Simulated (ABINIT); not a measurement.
## Several settings converged on BePd (P4mm, 2 atoms in the cell)

```yaml
crystal:
  lattice:
    - [2.80321, 0.00000, 0.00000]
    - [0.00000, 2.80321, 0.00000]
    - [0.00000, 0.00000, 2.80321]
  atoms:
    - { symbol: Be, position: [0.00000, 0.00000, 0.01784] }
    - { symbol: Pd, position: [0.50000, 0.50000, 0.50000] }
```

Base method: PBEsol, PAW (JTH v2.0 PBE PAW, files made for PBE) (plane waves; ABINIT 10.0.3).

Base settings: pseudos = [Be.GGA_PBE-JTH.xml, Pd.GGA_PBE-JTH.xml]; ecut = 24 Ha; pawecutdg = 48 Ha; ixc = -116133; occopt = 3; tsmear = 0.1 eV; ngkpt = 5 5 5; nshiftk = 1; shiftk = 0 0 0; potentials = JTH v2.0 PBE PAW.

The count of work is k-points × plane waves × bands × iterations; it is no time. 

**The k-point mesh**

Only quantities that move along the ladder and can be compared are tabulated.

These are the values that this program gave, and no reference: the one-centre exchange-correlation terms come from a truncated expansion.

| ngkpt | free energy less the last step's (meV/atom) | pressure (GPa) | largest difference of a force vector from the last step's (eV/Å) | count of work / last |
|---|---|---|---|---|
| 2 2 2 | 784.66 | 8.66 | 0.138 | 0.020 |
| 3 3 3 | -142.66 | -2.53 | 0.067 | 0.053 |
| 4 4 4 | 75.90 | 0.60 | 0.014 | 0.14 |
| 5 5 5 | -24.54 | -1.92 | 0.006 | 0.14 |
| 7 7 7 | 0.46 | -1.05 | 0.001 | 0.32 |
| 9 9 9 | 3.76 | -1.14 | 0.000 | 0.59 |
| 10 10 10 | 0.00 | -0.88 | 0.000 | 1.0 |

Coarsest ngkpt that holds the forces within 0.005 eV/Å of the last step, with all finer ones: 7 7 7, at 0.32 of the last step's count of work; the step before is off by 0.006 eV/Å.

Coarsest ngkpt that holds the pressure within 0.5 GPa: not settled: the last two steps still differ by 0.26 GPa, over half the tolerance, so the ladder does not show it.

Coarsest ngkpt that holds the free energy within 5 meV/atom: not settled: the last two steps still differ by 3.8 meV/atom, over half the tolerance, so the ladder does not show it.

**The k-point mesh at a smearing width of 0.05 eV**

In this ladder: tsmear = 0.05 eV.

The second cell is the first with its lattice scaled by 0.98.

Only quantities that move along the ladder and can be compared are tabulated.

These are the values that this program gave, and no reference: the one-centre exchange-correlation terms come from a truncated expansion.

```tsv
ngkpt	free energy less the last step's (meV/atom)	energy of the compressed cell less the first (meV/atom)	pressure (GPa)	largest difference of a force vector from the last step's (eV/Å)	count of work / last
4 4 4	81.78	27.85	0.42	0.015	0.057
6 6 6	14.01	21.72	-0.96	0.002	0.20
9 9 9	1.21	21.27	-1.24	0.004	0.27
11 11 11	1.45	20.85	-1.30	0.002	0.43
15 15 15	0.00	21.34	-1.18	0.000	1.0
```

Coarsest ngkpt that holds the pressure within 1 GPa of the last step, with all finer ones: 6 6 6, at 0.20 of the last step's count of work; the step before is off by 1.6 GPa.

Coarsest ngkpt that holds the forces within 0.01 eV/Å of the last step, with all finer ones: 6 6 6, at 0.20 of the last step's count of work; the step before is off by 0.015 eV/Å.

Coarsest ngkpt that holds the free energy within 5 meV/atom of the last step, with all finer ones: 9 9 9, at 0.27 of the last step's count of work; the step before is off by 14 meV/atom.

**The SCF threshold**

The mesh stays at the base's, so the ladder's end is converged at best in this setting alone.

Only quantities that move along the ladder and can be compared are tabulated.

These are the values that this program gave, and no reference: the one-centre exchange-correlation terms come from a truncated expansion.

```csv
toldfe,free energy less the last step's (meV/atom),pressure (GPa),largest difference of a force vector from the last step's (eV/Å),count of work / last
0.0037 Ha,-5.30,-12.27,0.014,0.15
3.7e-05 Ha,-0.04,-3.45,0.058,0.27
3.7e-07 Ha,0.00,-1.65,0.016,0.33
1e-09 Ha,0.00,-1.92,0.000,0.44
3.7e-14 Ha,0.00,-1.92,0.000,1.0
```

Coarsest toldfe that holds the pressure within 0.05 GPa of the last step, with all finer ones: 1e-09 Ha, at 0.44 of the last step's count of work; the step before is off by 0.26 GPa.

Coarsest toldfe that holds the forces within 0.01 eV/Å of the last step, with all finer ones: 1e-09 Ha, at 0.44 of the last step's count of work; the step before is off by 0.016 eV/Å.

Coarsest toldfe that holds the free energy within 0.5 meV/atom of the last step, with all finer ones: 3.7e-05 Ha, at 0.27 of the last step's count of work; the step before is off by 5.3 meV/atom.

On the base run: the starting cell comes from a database of computed structures (which also holds hypothetical and non-ambient phases and stackings), without a prior relaxation at this level. Its lattice was rescaled by up to half a per cent. One atom was moved a little off its site on purpose. Spin polarisation is off. The potentials were made for another functional than the one used. Without a gap this mesh is coarse (it stands for a supercell whose shortest vector is 14 Å).
